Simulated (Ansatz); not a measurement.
Worked calculations on one periodic cell of amorphous Hf18O37K2: Hf18O37K2, 57 atoms, volume 764.2 Å³, made by a melt-quench on the CHGNet potential and relaxed with DFT. O atoms were pushed apart under 1.9 Å during the dynamics, to hinder bonds among them. It is a model cell: composition and starting density were chosen by hand, and all elements were melted together. Cycles of charging were run to anneal it. Level of theory: PBE, scalar-relativistic without spin-orbit coupling (plane waves to 420 eV, PAW; Ansatz, a program for electronic structure). Sampling: a 2×2×2 Γ-centred mesh; Fermi-Dirac width 0.02 eV; no spin polarisation. Its volume was held where the quench left it, its shape was free, and it stands at a mean pressure of 4.1 GPa with stress components up to 4.1 GPa; the relaxation ran on the zone centre alone. Its density went from a set 8.44 to 8.44 g/cm³. The cell is small and was quenched far faster than a real film, so it is one sample of the glass.

Four energies for an added electron at PBE on the zone centre alone (charged cells in a uniform background, spin-polarised): neutral at the neutral geometry -307146.585 eV; charged at the neutral geometry -307131.422 eV; charged and relaxed -307131.663 eV; neutral at the charged geometry -307146.113 eV.

Task: Find the two relaxation energies and their sum, the reorganisation energy.

Result: On charging: -307131.422 − (-307131.663) = 0.241 eV. On discharging: -307146.113 − (-307146.585) = 0.472 eV. The sum is 0.713 eV. The carrier's level spreads over 8 of the 57 atoms' worth, so it counts as partly localised, most on one Hf atom with neighbours O 1.93 Å, O 2.09 Å, O 2.13 Å, O 2.15 Å, O 2.24 Å, O 2.31 Å (neutral geometry). The values are uncorrected: the image energy of a point charge in this cell, 2.84 × 14.40 / (2 × 9.1) = 2.2 eV before screening, is screened by electrons alone at the fixed geometry and by ions too after relaxing, and the carrier can be spread before it relaxes, so each term can be off by up to that value times 1/ε∞, some tenths of an eV. PBE's self-interaction favours spread-out carriers, so a hybrid can localise more.

Four energies for a hole at PBE on the zone centre alone (charged cells in a uniform background, spin-polarised): neutral at the neutral geometry -307146.585 eV; charged at the neutral geometry -307157.698 eV; charged and relaxed -307158.081 eV; neutral at the charged geometry -307145.540 eV.

Task: Find the two relaxation energies and their sum, the reorganisation energy.

Result: On charging: -307157.698 − (-307158.081) = 0.383 eV. On discharging: -307145.540 − (-307146.585) = 1.045 eV. The sum is 1.428 eV. The carrier's level spreads over 3 of the 57 atoms' worth, so it counts as localised, most on one O atom with neighbours Hf 2.09 Å, Hf 2.15 Å, Hf 2.30 Å, Hf 2.38 Å (neutral geometry). The values are uncorrected: the image energy of a point charge in this cell, 2.84 × 14.40 / (2 × 9.1) = 2.2 eV before screening, is screened by electrons alone at the fixed geometry and by ions too after relaxing, and the carrier can be spread before it relaxes, so each term can be off by up to that value times 1/ε∞, some tenths of an eV. PBE's self-interaction favours spread-out carriers, so a hybrid can localise more.
